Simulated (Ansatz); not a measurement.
System: rock-salt NaH. Method: r²SCAN (plane waves, PAW; Ansatz, a quantum-chemistry and plane-wave program).

Numerical settings: plane-wave cutoff 560 eV, 12×12×12 k mesh, Fermi–Dirac smearing 0.01 eV, scalar-relativistic PAW data made under PBE.

Response to compression and expansion:

| V (Å³/atom) | P (GPa) | direct gap at Γ (eV) | smallest gap on the k mesh (eV) |
|---|---|---|---|
| 12.953 | 1.69 | 16.043 | 4.514 |
| 13.229 | 1.07 | 15.777 | 4.475 |
| 13.504 | 0.51 | 15.522 | 4.438 |
| 13.780 | -0.01 | 15.275 | 4.401 |
| 14.056 | -0.47 | 15.036 | 4.365 |
| 14.331 | -0.89 | 14.804 | 4.331 |
| 14.607 | -1.28 | 14.580 | 4.297 |

The fundamental gap (4.40 eV at the equilibrium volume, with added k points) lies elsewhere than Γ–Γ.
